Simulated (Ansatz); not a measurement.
Start from Y in the hcp (Mg type) structure (space group P6_3/mmc, No. 194).

```
CELL_PARAMETERS angstrom
      3.65602     0.00000     0.00000
     -1.82801     3.16621     0.00000
      0.00000     0.00000     5.67832
ATOMIC_POSITIONS crystal
  Y  0.33333 0.66667 0.75000
  Y  0.66667 0.33333 0.25000
```

All numbers come from PBE (Ansatz, a quantum-chemistry and plane-wave program), without spin-orbit coupling.

For the base:

The lattice parameter a is 3.656 Å and the c/a ratio is 1.553.

Modification: cell and atoms relaxed at a pressure of 7 GPa.

What does the calculation give for the lattice parameter a and c/a ratio after the change?

The lattice parameter a shrinks by 0.173 Å (3.656 Å → 3.483 Å); the c/a ratio goes up by 0.007 (1.553 → 1.560).

Load acts through the strain it causes; cell and atoms are relaxed under it. Whether these cells are dynamically stable was not tested. No other phases were tried under pressure. All final runs are without spin polarisation.
